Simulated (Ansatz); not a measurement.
Take MgO in the rock salt structure (space group Fm-3m, No. 225) as the base.

```
MgO
1.0
    0.00000     2.07958     2.07958
    2.07958     0.00000     2.07958
    2.07958     2.07958     0.00000
Mg O
1 1
Direct
  0.00000   0.00000   0.00000
  0.50000   0.50000   0.50000
```

Cartesian axes are those of the cell as printed.

Computed with Kohn–Sham DFT with the LDA functional, run in Ansatz (a quantum-chemistry and plane-wave program) with PAW and 420 eV plane waves, spin-orbit coupling left out.

Before the change:

| Item | Value |
|---|---|
| Shortest interatomic distance | 3.930 bohr |
| Pressure | -0.01 GPa |

The change: biaxial strain +1.00 %, plane normal [001], relaxed out of plane (Cartesian); in-plane vectors clamped, the third vector and the atoms free.

Predict the new shortest interatomic distance.

The shortest interatomic distance shrinks by 0.023 bohr, from 3.930 bohr to 3.907 bohr.

Estimate the effect on the energy relative to the base.

The energy grows by 2.0 meV/atom.

What happens to the pressure?

The pressure (mean of the normal stresses, compression positive) shrinks by 2.28 GPa, from -0.01 GPa to -2.29 GPa.

Stability against distortions was not tested.
